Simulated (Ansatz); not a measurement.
For TiTe₂ (model structure, started from the 2H-MoS2 type, P6₃/mmc, No. 194, 6 atoms in the cell), PBE (Ansatz, a program for electronic structure, plane waves, PAW) gives:

| Property | Value |
|---|---|
| lattice constant a | 3.755 Å |
| lattice parameter c | 14.421 Å |
| enthalpy of formation | -0.598 eV/atom |

### Question
What does PBE-D3(BJ) in Ansatz (PAW) give for the same quantities?

### Answer

- lattice constant a: 3.693 Å (shrinks by 1.7 %)
- lattice parameter c: 13.289 Å (falls by 7.8 %)
- formation enthalpy: -0.578 eV/atom (moves by +0.020 eV/atom)

Changes are worked out from the printed values.

Unless a cell is named, each level is at its own relaxed cell (PBE 29.35, PBE-D3(BJ) 26.15 Å³/atom).

Levels without +SOC leave out spin–orbit coupling, which shifts energies and cells of such heavy elements.

Ansatz's density-functional and Hartree–Fock values are scalar-relativistic unless marked +SOC, with PAW data made under PBE.

A model structure was made by putting elements into a prototype or built by hand; it is no filed structure, need not be a known phase, and can be a saddle point held by its symmetry.
